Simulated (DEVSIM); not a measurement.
Device: Schottky contact on n-type In0.53Ga0.47As, at 350 K.

| layer (left to right) | material | thickness (μm) | Nd (cm⁻³) | τn (s) | τp (s) |
|---|---|---|---|---|---|
| 1 | In0.53Ga0.47As | 1.30 | 1.5e15 | 1.5e-8 | 1.5e-8 |

Left contact: Schottky, work function 4.95 eV, emission velocity 1.2e7 cm/s. Right contact: ohmic. Voltage is applied to the left contact. Recombination: SRH at mid-gap, Auger. Mobility is μmin + (μ − μmin)/(1 + (N/Nref)^α).

The device is made up for the run: typed textbook-type constants, with dimensions and the other settings drawn at random. Values at 300 K; Nc and Nv go as T^1.5, mobilities as T to minus their exponent, the gap by Varshni's rule with the affinity fixed.

| parameter | In0.53Ga0.47As |
|---|---|
| gap (eV) | 0.74 |
| affinity (eV) | 4.51 |
| permittivity | 13.9 |
| Nc (cm⁻³) | 2.1e17 |
| Nv (cm⁻³) | 7.7e18 |
| μn (cm²/Vs) | 12000 |
| μp (cm²/Vs) | 300 |
| μn,min | 300 |
| μp,min | 10 |
| Nref,n | 1.3e17 |
| Nref,p | 4.9e17 |
| αn | 0.48 |
| αp | 0.4 |
| T exponent of μn | 1.6 |
| T exponent of μp | 1.6 |
| Cn (cm⁶/s) | 5e-29 |
| Cp (cm⁶/s) | 5e-29 |
| Varshni α (eV/K) | 0.00035 |
| Varshni β (K) | 190 |

Simulated with DEVSIM: 1D drift-diffusion, Boltzmann statistics, complete ionisation; no tunnelling, impact ionisation, image-force lowering or self-heating. Metal contacts follow the ideal Schottky-Mott rule: no Fermi-level pinning, no interface dipoles.

Base results: dark forward voltage at 100 A/cm² (V) 0.197; potential step across the device at zero bias (V) 0.284; largest field in the device at zero bias (V/cm) 10000.

### Question
What follows from this one change: temperature 350 → 300 K?

### Answer
dark forward voltage at 100 A/cm² 0.197 → 0.237 V; potential step across the device at zero bias 0.284 → 0.312 V; largest field in the device at zero bias little changed (11000 V/cm).

### Question
What follows from this one change: doping Nd of layer 1 1.5e+15 → 4.5e+13 cm^-3?

### Answer
dark forward voltage at 100 A/cm² 0.197 → 0.276 V; potential step across the device at zero bias 0.284 → 0.180 V; largest field in the device at zero bias 10000 → 2900 V/cm.

### Question
What follows from this one change: metal work function 4.95 → 4.85 eV?

### Answer
dark forward voltage at 100 A/cm² 0.197 → 0.099 V; potential step across the device at zero bias 0.284 → 0.184 V; largest field in the device at zero bias 10000 → 7800 V/cm.
